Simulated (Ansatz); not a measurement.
## The (110) surface of bcc Nb, p(2x2), one Nb site of the top plane empty (bottom of the slab: a bare face, its two planes held)

The numbers are results of PBE (plane waves to 420 eV, PAW; Ansatz, a first-principles code), not measurements.

Model: 23-atom slab, 11.7 Å thick at the start, 7x7x1 mesh, Fermi-Dirac 0.1 eV, dipole correction, 8 atoms held, the rest relaxed; symmetry of the start imposed; no spin, no spin-orbit, no U. In PBE it lies 0.15 eV a 1x1 cell over the lowest computed structure of the same composition (one row in 4 of the top plane missing).

```
Item                                                    Value
-----------------------------  ------------------------------
work function of the top face                         3.95 eV
energy released by relaxation                         0.55 eV
cost                           around 14 core-minutes (rough)
```
